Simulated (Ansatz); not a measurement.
C axis length of W₂B (I4/mcm, No. 140, 6 atoms in the cell; start mp-1113) at several levels of theory

No measured value is used here.

```json
[
 {"level (code)": "LDA (Ansatz)", "value (Å)": "4.731"},
 {"level (code)": "PBEsol (Ansatz)", "value (Å)": "4.750"},
 {"level (code)": "r²SCAN (Ansatz)", "value (Å)": "4.760"}
]
```

Density-functional levels without +SOC have no spin–orbit coupling. LDA, PBEsol, r²SCAN: the run has no spin polarisation, so it can have missed a magnetic state. LDA, PBEsol, r²SCAN: the relaxation could not lower the start's symmetry, so the cell can be a saddle point above a distorted one. Cutoffs differ between the levels. Ansatz's density-functional and Hartree–Fock values are scalar-relativistic unless marked +SOC, with PAW data made under PBE.

A start named mp-… is a Materials Project structure, which need not be a measured phase.

Ansatz is a program for electronic structure.
